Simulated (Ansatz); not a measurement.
**ZrS2 under a change: biaxial strain +0.52 %, plane normal [001], relaxed out of plane**

The parent structure is ZrS₂ in the CdI2 type structure (space group P-3m1, No. 164; a = 3.674 Å, c = 5.860 Å; layered, stacked along the Cartesian z axis). Axes: x lies along a and z along c of the hexagonal cell.

Modification: tensile biaxial strain of 0.52 % in the plane normal to [001], as in epitaxy on a mismatched substrate; the out-of-plane cell vector and the atoms relax.

Computed with Kohn–Sham DFT with the r2SCAN+rVV10 functional, run in Ansatz (an electronic-structure program) with PAW and 500 eV plane waves, spin-orbit coupling left out. Γ-centred 10×10×6 mesh, Fermi–Dirac width 0.05 eV.

* **Volume per atom**: 23.02 Å³ (base 22.84 Å³)
* **Space group**: P-3m1 (No. 164) (base P-3m1 (No. 164))
* **Shortest interatomic distance**: 2.570 Å (base 2.565 Å)
* **Pressure (mean of the normal stresses, compression positive)**: -0.57 GPa (base 0.01 GPa)
* **Band gap**: 1.19 eV (base 1.17 eV)
* **Gap character**: indirect, K–Γ (87 % along) → L (base indirect, K–Γ (87 % along) → L)
* **Width of the top valence band**: 1.97 eV (base 1.97 eV)
* **Out-of-plane strain**: -0.24 %
* **Mean in-plane stress (compression positive)**: -0.9 GPa

Final structure (turned so that z lies along the plane normal):

```
CELL_PARAMETERS angstrom
      3.69341     0.00000     0.00000
      1.84670     3.19858     0.00000
      0.00000     0.00000     5.84643
ATOMIC_POSITIONS crystal
  Zr 0.00000 0.00000 0.00000
  S  0.33333 0.33333 0.24523
  S  0.66667 0.66667 0.75477
```

Cost of the whole job for the changed cell (relaxation, final SCF and bands): around 80 core-seconds (rough).

No phonon test of stability was made.
